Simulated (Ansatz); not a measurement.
Start from AlN (space group P6_3/mmc, No. 194; a = 3.3016 Å, c = 4.1410 Å; a cell from a computed database, its experimental status unchecked). Axes: x lies along a and z along c of the hexagonal cell.

The change: uniaxial strain ε_xx = +1.45 %, all other strain components held at zero, atoms relaxed at fixed cell.

Levels (all Ansatz, a first-principles code, PAW): PBEsol (420 eV, no spin-orbit coupling); r2SCAN (500 eV, no SOC); HSE06 (420 eV, no spin-orbit coupling).

One geometry, relaxed with PBEsol, under each level:

```json
[
 {"level": "PBEsol", "band gap": "3.24 eV", "lowest conduction level above the VBM at special points": "Γ 3.24 eV; Y 3.69 eV; S 3.84 eV; T 5.01 eV", "electron mass": "0.33 mₑ along z, 0.29 mₑ across (at Γ)", "hole mass": "0.88 mₑ along x, 0.94 mₑ along y, 0.28 mₑ along z (at Γ)", "pressure": "-31.8 kbar"},
 {"level": "r2SCAN", "band gap": "(withheld)", "lowest conduction level above the VBM at special points": "(withheld)", "electron mass": "(withheld)", "hole mass": "(withheld)", "pressure": "(withheld)"},
 {"level": "HSE06", "band gap": "4.60 eV", "lowest conduction level above the VBM at special points": "Γ 4.60 eV; Y 5.07 eV; S 5.23 eV", "electron mass": "–", "hole mass": "–", "pressure": "–"}
]
```

Question: Give the withheld r2SCAN results.

Answer: 
- r2SCAN, band gap: 3.89 eV
- r2SCAN, lowest conduction level above the VBM at special points: Γ 3.89 eV; Y 4.48 eV; S 4.64 eV; T 5.76 eV
- r2SCAN, electron mass: 0.34 mₑ along z, 0.30 mₑ across (at Γ)
- r2SCAN, hole mass: 0.87 mₑ along x, 0.92 mₑ along y, 0.29 mₑ along z (at Γ)
- r2SCAN, pressure: -47.8 kbar

Single points use the geometry relaxed with PBEsol. Their cutoffs differ, which shifts pressures a little. Masses are band curvatures over ±0.01 Å⁻¹ around the edge. Whether these cells are dynamically stable was not tested. This is not the structure that AlN has at room temperature and ambient pressure. k-point labels follow each cell's own Brillouin zone.
